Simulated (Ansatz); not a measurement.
The starting structures come from a database of crystals and need not be the phases stable at ambient conditions.

Inside the gap of an insulator the Bloch states are evanescent, with a wavenumber k + iκ along the transport direction.

Input:

```xyz
4
Lattice="3.8313 0.0000 0.0000 -1.9157 3.3180 0.0000 0.0000 0.0000 6.3326" Properties=species:S:1:pos:R:3 pbc="T T T"
Si     0.0000     2.2120     0.3990
Si     1.9157     1.1060     5.9336
Si     1.9157     1.1060     3.5653
Si     0.0000     2.2120     2.7673
```

The cell is taken as given.

Transport runs along the normal of the first two printed cell vectors, the (001) plane of the conventional cell.

The gap is the functional's own. No spin-orbit coupling. Mid-gap values are those at the computed energy nearest the middle.

Question: State the band gap and the smallest decay constant κ at mid-gap according to Ansatz (a quantum-chemistry and plane-wave program) with r2SCAN.

Answer: Gap 0.60 eV on a 12×12×6 mesh; κ = 0.112 1/Å, at the zone centre.
